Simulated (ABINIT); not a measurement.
Input and output of a self-consistent single point for SnO (P4/nmm, 4 atoms in the cell) (ABINIT).

Computed with PBE, norm-conserving pseudopotentials (PseudoDojo nc-sr-05 PBE standard) (plane waves; ABINIT 10.0.3).

The change in words: lattice scaled by 0.98. Reference geometry:
```
SnO
1.0
    3.79126     0.00000     0.00000
    0.00000     3.79126     0.00000
    0.00000     0.00000     4.82887
Sn O
2 2
Direct
  0.50000   0.00000   0.76200
  0.00000   0.50000   0.23800
  0.50000   0.50000   0.00000
  0.00000   0.00000   0.00000
```

Reference input (self-consistent single point, DFT, PBE, plane waves, norm-conserving pseudopotentials (PseudoDojo nc-sr-05 PBE standard)): pseudos = [Sn.upf, O.upf]; ecut = 1143 eV; ixc = 11; occopt = 3; tsmear = 0.00073499 Ha; ngkpt = 7 7 6; nshiftk = 1; shiftk = 0 0 0; potentials = PseudoDojo nc-sr-05 PBE standard; nband = 27; kptopt = 1; nstep = 50. This run's input differs from it in these lines:

```diff
@@ -5,5 +5,5 @@
 rprim
-         7.1644430672    0.0000000000    0.0000000000
-         0.0000000000    7.1644430672    0.0000000000
-         0.0000000000    0.0000000000    9.1252380120
+         7.0211545838    0.0000000000    0.0000000000
+         0.0000000000    7.0211545838    0.0000000000
+         0.0000000000    0.0000000000    8.9427339320
 natom 4
```

Output, abridged:

```
--- !BeginCycle
solver: {iscf: 7, nstep: 50, nline: 4, wfoptalg: 0, }
tolerances: {tolvrs: 1.00E-10, }
...

     iter   Etot(hartree)      deltaE(h)  residm     vres2
 ETOT  1  -190.11218714327    -1.901E+02 2.787E-01 1.586E+03
 ETOT  2  -190.24614148742    -1.340E-01 5.128E-02 2.565E+03
 ETOT  3  -190.75532608327    -5.092E-01 6.950E-03 7.844E+01
 ETOT  4  -190.76164816552    -6.322E-03 6.558E-03 3.186E+01
 ETOT  5  -190.76403022873    -2.382E-03 1.582E-03 3.204E+00
   [... 4 lines left out ...]
 ETOT 10  -190.76458002176    -3.394E-09 1.551E-04 9.881E-07
 ETOT 11  -190.76458002207    -3.196E-10 1.880E-04 1.733E-08
 ETOT 12  -190.76458002208    -4.832E-13 1.042E-04 7.038E-10
 ETOT 13  -190.76458002207     1.194E-12 1.573E-04 7.132E-12
 At SCF step   13       vres2   =  7.13E-12 < tolvrs=  1.00E-10 =>converged.

 Cartesian components of stress tensor (hartree/bohr^3)
  sigma(1 1)= -4.59276314E-04  sigma(3 2)=  0.00000000E+00
  sigma(2 2)= -4.59276314E-04  sigma(3 1)=  0.00000000E+00
  sigma(3 3)= -3.44484095E-04  sigma(2 1)=  0.00000000E+00

 ----iterations are completed or convergence reached----

 reduced coordinates (array xred) for    4 atoms
       0.500000000000      0.000000000000      0.762000000000
       0.000000000000      0.500000000000      0.238000000000
       0.500000000000      0.500000000000      0.000000000000
       0.000000000000      0.000000000000      0.000000000000
 cartesian forces (eV/Angstrom) at end:
    1      0.00000000000000     0.00000000000000    -1.44744064587769
   [... lines left out ...]
 Fermi (or HOMO) energy (hartree) =   0.14663   Average Vxc (hartree)=  -0.39772
 Fermi (or HOMO) energy (eV) =   3.98993   Average Vxc (eV)= -10.82263
   [... lines left out ...]
total_energy        : -1.90764580022074E+02
total_energy_eV     : -5.19096821387235E+03
band_energy         : -1.62553768778720E+01
...

-Cartesian components of stress tensor (GPa)         [Pressure=  1.2387E+01 GPa]
- sigma(1 1)= -1.35123734E+01  sigma(3 2)=  0.00000000E+00
- sigma(2 2)= -1.35123734E+01  sigma(3 1)=  0.00000000E+00
- sigma(3 3)= -1.01350703E+01  sigma(2 1)=  0.00000000E+00

 Calculation completed.
```

The run converged in 13 iterations. Against the reference run the free energy goes up by 54.8 meV/atom, the pressure goes from 5.07 to 12.39 GPa and the largest force goes from 0.477 to 1.447 eV/Å.

The starting cell has typed, rounded lattice constants, without a prior relaxation at this level. Its lattice was rescaled by a random factor within 2.5 % of one. For this run, on top of that: lattice scaled by 0.98. With a pressure of about 12 GPa the cell is away from its equilibrium volume at this level. Forces in this geometry exceed 1 eV/Å. The run gives no clean gap (levels at the Fermi energy touch, overlap or are partly filled at this smearing), which alone does not show that the compound is a metal.

Cost on one core of a shared machine: roughly 8 min.
